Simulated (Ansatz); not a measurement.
Partial pair distribution functions of a relaxed model of amorphous In9Ga9Zn9O39W, broadened by 0.06 Å; density 5.98 g/cm³. Method: PBE, scalar-relativistic without spin-orbit coupling (plane waves to 420 eV, PAW; Ansatz, an electronic-structure program).

A CHGNet melt-quench gave the starting glass, which DFT then relaxed. O atoms were pushed apart under 1.9 Å during the dynamics, to hinder bonds among them. The hot cell started wider than the set density and was brought back towards it in steps. It is the lowest in DFT energy of 2 quenches. It is a model cell: composition and starting density were chosen by hand, and all elements were melted together. No dispersion term was used. Its density started from a set value of 5.97 and ended at 5.98 g/cm³. The simulated quench (nominally 210 K/ps over its main leg) is rapid and tends to freeze in more defects than a deposited or slowly cooled glass has. A cell of this size samples the disorder only roughly. The volume was free in the relaxation, at fixed shape. Stress components on the final sampling reach 1.9 GPa. On a 2×2×2 Γ-centred mesh force components of up to 0.19 eV/Å stay, since the relaxation ran on the zone centre alone.

| r (Å) | g In-O | g Ga-O | g In-In | g Ga-Ga |
|---|---|---|---|---|
| 1.65 | 0.00 | 0.02 | 0.00 | 0.00 |
| 1.75 | 0.00 | 1.17 | 0.00 | 0.00 |
| 1.85 | 0.01 | 8.04 | 0.00 | 0.00 |
| 1.95 | 0.39 | 7.48 | 0.00 | 0.00 |
| 2.05 | 3.55 | 2.97 | 0.00 | 0.00 |
| 2.15 | 7.35 | 0.88 | 0.00 | 0.00 |
| 2.25 | 4.17 | 0.49 | 0.00 | 0.00 |
| 2.35 | 1.76 | 0.09 | 0.00 | 0.00 |
| 2.45 | 1.09 | 0.19 | 0.00 | 0.00 |
| 2.55 | 0.74 | 0.11 | 0.00 | 0.00 |
| 2.65 | 0.55 | 0.10 | 0.00 | 0.12 |
| 2.75 | 0.22 | 0.29 | 0.00 | 1.26 |
| 2.85 | 0.02 | 0.11 | 0.00 | 2.19 |
| 2.95 | 0.02 | 0.04 | 0.03 | 3.73 |
| 3.05 | 0.22 | 0.25 | 0.69 | 0.83 |
| 3.15 | 0.56 | 0.24 | 1.14 | 1.23 |
| 3.25 | 0.89 | 0.40 | 2.42 | 1.69 |
| 3.35 | 0.65 | 0.86 | 2.55 | 1.71 |
| 3.45 | 0.61 | 0.81 | 2.13 | 1.14 |
| 3.55 | 0.56 | 0.98 | 3.43 | 0.20 |
| 3.65 | 0.70 | 1.32 | 3.52 | 0.49 |
| 3.75 | 0.66 | 1.74 | 2.66 | 1.51 |
| 3.85 | 0.71 | 1.07 | 0.67 | 2.23 |
| 3.95 | 0.84 | 0.79 | 0.98 | 0.72 |
| 4.05 | 1.14 | 1.01 | 1.32 | 1.08 |
| 4.15 | 0.99 | 0.81 | 0.82 | 0.57 |
| 4.25 | 1.18 | 1.16 | 1.15 | 0.36 |
| 4.35 | 1.56 | 1.55 | 0.55 | 0.72 |
| 4.45 | 1.50 | 2.00 | 0.44 | 1.13 |
| 4.55 | 1.12 | 2.01 | 0.36 | 0.37 |
| 4.65 | 1.10 | 1.25 | 0.02 | 0.09 |
| 4.75 | 1.21 | 1.15 | 0.00 | 0.85 |

Within 2.86 Å each In has 5.67 O neighbours on average.
